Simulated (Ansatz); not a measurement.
The parent structure is MgS in the rock salt structure (space group Fm-3m, No. 225; a = 5.203 Å).

Method: r2SCAN in Ansatz (plane waves to 500 eV, PAW, scalar-relativistic without spin-orbit coupling).

Strains are applied to the cell and any free atomic positions relax.

One change was made to it. Results:

The hole mass (degenerate bands, along [100]) changes from 0.28, 0.93, 0.93 mₑ (at Γ) to 0.29, 0.87, 0.87 mₑ (at Γ); the energy grows by 17 meV/atom; the gap character stays indirect, Γ → X; the mean gap deformation potential ΔEg/Δln V amounts to -2.1 eV.

### Question
Name the change that was made.
A. isotropic strain −2.50 %
B. isotropic strain −3.00 %
C. isotropic strain −1.00 %
D. isotropic strain −0.50 %
E. isotropic strain −2.00 %

### Answer
E, isotropic strain −2.00 %. For comparison, the energy relative to the base in the other runs: isotropic strain −0.50 % gives +1.0 meV/atom; isotropic strain −3.00 % gives +39 meV/atom; isotropic strain −1.00 % gives +4.1 meV/atom; isotropic strain −2.50 % gives +27 meV/atom.

Effective masses come from finite differences of ±0.01 Å⁻¹. Whether these cells are dynamically stable was not tested.

Ansatz is an electronic-structure program.
